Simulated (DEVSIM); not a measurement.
illuminated GaAs p-on-n cell, one wavelength

Structure: illuminated GaAs p-on-n cell, one wavelength, at 250 K.

| layer (left to right) | material | thickness (μm) | Nd (cm⁻³) | Na (cm⁻³) | τn (s) | τp (s) | absorption coefficient (cm⁻¹) |
|---|---|---|---|---|---|---|---|
| 1 | GaAs | 0.300 | - | 1.2e18 | 1.3e-9 | 2.4e-8 | 14000 |
| 2 | GaAs | 1.70 | 4.1e15 | - | 6.4e-8 | 6.4e-8 | 14000 |

Left contact: ohmic, minority electron recombination velocity 1e7 cm/s. Right contact: ohmic, minority hole recombination velocity 2e6 cm/s. Voltage is applied to the left contact. Recombination: SRH at mid-gap, radiative, Auger. Light enters at the left, 1.2e17 photons cm⁻² s⁻¹, one pass, no reflection. Mobility is μmin + (μ − μmin)/(1 + (N/Nref)^α).

The device is made up for the run: typed textbook-type constants, with dimensions and the other settings drawn at random. Values at 300 K; Nc and Nv go as T^1.5, mobilities as T to minus their exponent, the gap by Varshni's rule with the affinity fixed.

```tsv
parameter	GaAs
gap (eV)	1.424
affinity (eV)	4.07
permittivity	12.9
Nc (cm⁻³)	4.7e17
Nv (cm⁻³)	9e18
μn (cm²/Vs)	8500
μp (cm²/Vs)	400
μn,min	500
μp,min	20
Nref,n	6e16
Nref,p	1.5e17
αn	0.39
αp	0.38
T exponent of μn	2.1
T exponent of μp	2.2
B (cm³/s)	2e-10
Cn (cm⁶/s)	1e-30
Cp (cm⁶/s)	1e-30
Varshni α (eV/K)	0.000541
Varshni β (K)	204
```

Model (solved in DEVSIM): 1D drift-diffusion, Boltzmann statistics, complete ionisation; no tunnelling, impact ionisation, image-force lowering or self-heating.

The potential step across the device at zero bias is 1.312 V and the largest field in the device at zero bias is 60000 V/cm. The dark forward voltage at 1 A/cm² is 1.106 V, the dark forward voltage at 100 A/cm² comes out as 1.219 V and the short-circuit current comes out as 13.8 mA/cm². The open-circuit voltage comes out as 1.010 V and the fill factor is 0.84. The largest power is 11.7 mW/cm² and the share of generated pairs collected at short circuit comes out as 0.765.

Small-signal capacitance in reverse bias (quasi-static):

```tsv
V (V)	C (nF/cm²)
-0.04	17.1
-0.1	16.7
-0.2	16.1
-0.3	15.6
-0.4	15.1
-0.6	14.2
-0.8	13.5
-1	12.9
-1.3	12.1
-1.6	11.4
-2	10.7
```

Dark reverse current:

| V (V) | J (A/cm²) |
|---|---|
| -0.04 | -1.2e-14 |
| -0.10 | -2.5e-14 |
| -0.20 | -4.3e-14 |
| -0.30 | -6.0e-14 |
| -0.40 | -7.6e-14 |
| -0.60 | -1.1e-13 |
| -0.80 | -1.3e-13 |
| -1.00 | -1.6e-13 |
| -1.30 | -1.9e-13 |
| -1.60 | -2.2e-13 |
| -2.00 | -2.6e-13 |
